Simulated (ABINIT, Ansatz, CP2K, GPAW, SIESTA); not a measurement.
# Code comparison for Ti6PtAu (Pm-3, 8 atoms in the cell)

Self-consistent single point.

```yaml
crystal:
  lattice:
    - [5.05615, 0.00000, 0.00000]
    - [0.00000, 5.05615, 0.00000]
    - [0.00000, 0.00000, 5.05615]
  atoms:
    - { symbol: Ti, position: [0.00000, 0.50000, 0.75355] }
    - { symbol: Ti, position: [0.00000, 0.50000, 0.24645] }
    - { symbol: Ti, position: [0.75355, 0.00000, 0.50000] }
    - { symbol: Ti, position: [0.24645, 0.00000, 0.50000] }
    - { symbol: Ti, position: [0.50000, 0.75355, 0.00000] }
    - { symbol: Ti, position: [0.50000, 0.24645, 0.00000] }
    - { symbol: Pt, position: [0.00000, 0.00000, 0.00000] }
    - { symbol: Au, position: [0.50000, 0.50000, 0.50000] }
```

Shared settings, as Ansatz (a quantum-chemistry and plane-wave program) writes them: kpoints.mp_grid.grid = 5 5 5; scf.occupations.method = gaussian; scf.occupations.width = 0.136 eV. Potentials and cutoffs stand in the table.

```csv
code,model,pressure (GPa),largest force (eV/Å),cutoff
GPAW,"PBEsol, GPAW PAW datasets PBEsol (made by gpaw-setup)",-3.49,0.019,850 eV
CP2K,"PBEsol, GPW, DZVP-MOLOPT-SR-GTH basis, GTH-PBE potentials (GTH_POTENTIALS)",-2.75,0.081,grid 600 Ry
Ansatz,"PBEsol, PAW files made with PBE",-4.15,0.013,420 eV
SIESTA,"GGA PBEsol, numerical atomic orbitals DZP, PseudoDojo PBEsol standard norm-conserving potentials (rewritten from UPF to PSML)",-7.07,0.043,grid 400 Ry
ABINIT,"PBEsol, PAW (JTH v2.0 PBE PAW, files made for PBE)",-3.84,0.015,816 eV
```

On Ansatz's run: spin-orbit coupling is off. Spin polarisation is off.

The spread over the programs that give each value: pressure within 4.32 GPa; largest force within 0.068 eV/Å.

CP2K and SIESTA use small atom-centred bases, whose incompleteness enters pressures, forces and empty levels differently from a plane-wave cutoff. Ansatz's pressure is given at a fixed set of plane waves, as the other plane-wave codes print theirs; with its correction for the finite basis it is -4.11 GPa. In the pressure, CP2K (by 1.09) and SIESTA (by 3.23) lie more than 1 GPa from the median of the plane-wave programs. In the force vectors, CP2K (by 0.096) lies more than 0.08 eV/Å from the median of the plane-wave programs.

The starting cell comes from a database of computed structures (which also holds hypothetical and non-ambient phases and stackings), without a prior relaxation at this level.

Left out of this page: Elk (not drawn, or without a comparable value); FLEUR (with a known weakness of the program).

Keys are those of Ansatz 0.2.
